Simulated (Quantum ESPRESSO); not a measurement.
A short convergence ladder for LaO2 (Pm, 6 atoms in the cell)

```
CELL_PARAMETERS angstrom
      4.32003     0.00000     0.00000
      0.00000     3.94590     0.00000
     -1.10215     0.00000     6.28707
ATOMIC_POSITIONS crystal
  La 0.80673 0.75000 0.20741
  La 0.19530 0.25000 0.80054
  O  0.17309 0.75000 0.54551
  O  0.82691 0.25000 0.45449
  O  0.25542 0.75000 0.03086
  O  0.74458 0.25000 0.96914
```

Base method: PBEsol, GBRV 1.5 ultrasoft (PBESOL) pseudopotentials (plane waves; Quantum ESPRESSO).

Base settings: ecutwfc = 40 Ry; ecutrho = 200 Ry; occupations = smearing; smearing = gauss; degauss = 0.0073499 Ry; potentials = {La: la_pbesol_v1.uspp.F.UPF, O: o_pbesol_v1.2.uspp.F.UPF}; K_POINTS = automatic 3 3 2 0 0 0; conv_thr = 1e-10 Ry; mixing_beta = 0.4.

The count of work is k-points × plane waves × bands × iterations; it is no time. Core times come from one kind of shared machine, to one figure; runs under 30 s give none.

**The plane-wave cutoff**

Moved along: ecutrho.

The mesh stays at the base's, so the ladder's end is converged at best in this setting alone.

Only quantities that move along the ladder and can be compared are tabulated.

```tsv
ecutwfc	free energy less the last step's (meV/atom)	pressure (GPa)	largest difference of a force vector from the last step's (eV/Å)	count of work / last	core time / last (rough)
14 Ry	9305.66	-185.39	0.928	0.044	–
16 Ry	5800.55	-141.17	0.874	0.056	–
18 Ry	3477.51	-102.34	0.217	0.070	–
22 Ry	1143.02	-48.11	0.076	0.10	0.1
40 Ry	9.68	-5.17	0.001	0.28	0.2
96 Ry	0.00	-5.20	0.000	1.0	1
```

Coarsest ecutwfc that holds the free energy within 5 meV/atom: not settled: the last two steps still differ by 9.7 meV/atom, over half the tolerance, so the ladder does not show it.

Coarsest ecutwfc that holds the forces within 0.02 eV/Å of the last step, with all finer ones: 40 Ry, at 0.28 of the last step's count of work and about 0.2 of the last step's time; the step before is off by 0.076 eV/Å.

Coarsest ecutwfc that holds the pressure within 0.2 GPa of the last step, with all finer ones: 40 Ry, at 0.28 of the last step's count of work and about 0.2 of the last step's time; the step before is off by 43 GPa.

At the lowest cutoff the pressure lies 180 GPa under the last step's, the usual sign of Pulay stress in an incomplete plane-wave basis.

On the base run: the starting cell comes from a database of computed structures (which also holds hypothetical and non-ambient phases and stackings), without a prior relaxation at this level. Its lattice was rescaled by up to half a per cent. One atom was moved a little off its site on purpose. In the base run, with a pressure of about -5 GPa the cell is away from its equilibrium volume at this level. Without a gap this mesh is coarse (it stands for a supercell whose shortest vector is 12 Å).
